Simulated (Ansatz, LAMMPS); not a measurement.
**Si well of 13 atomic layers along [001] in random Si0.8Ge0.2, interfaces graded over 8 layers**

Cell 16.58 × 16.58 × 54.89 Å, Si631Ge89, 720 atoms. Prepared with Tersoff's 1989 multicomponent potential (SiCGe.tersoff) run with LAMMPS: minimisation. 

Method: PBE, support functions at accuracy medium on the grid of 370 eV (norm-conserving potentials; Ansatz, a first-principles code).

Basis: localised support functions (accuracy medium) on a full density matrix. k-points: zone centre alone; occupations: Fermi-Dirac, 0.010 eV; spin polarisation not allowed. Scalar-relativistic, no spin-orbit coupling.

The Kohn-Sham gap of the cell on its k-mesh is 0.48 eV, the weight of the highest filled level on the well is 0.29 and the weight of the lowest empty level on the well comes out as 0.84. The coordination (neighbours within 2.850 Å) is 100.0 % 4-fold, the Ge-Ge bonds, mean ± spread is 2.464 ± 0.005 Å and the Ge-Si bonds, mean ± spread is 2.420 ± 0.005 Å. The Si-Si bonds, mean ± spread is 2.378 ± 0.005 Å. The bond angles, mean ± spread is 109.5° ± 0.8°, the pressure comes out as -0.71 GPa and the cost of the final run comes out as about 70 core-minutes (a rough figure), 24 SCF iterations, 15 GiB.
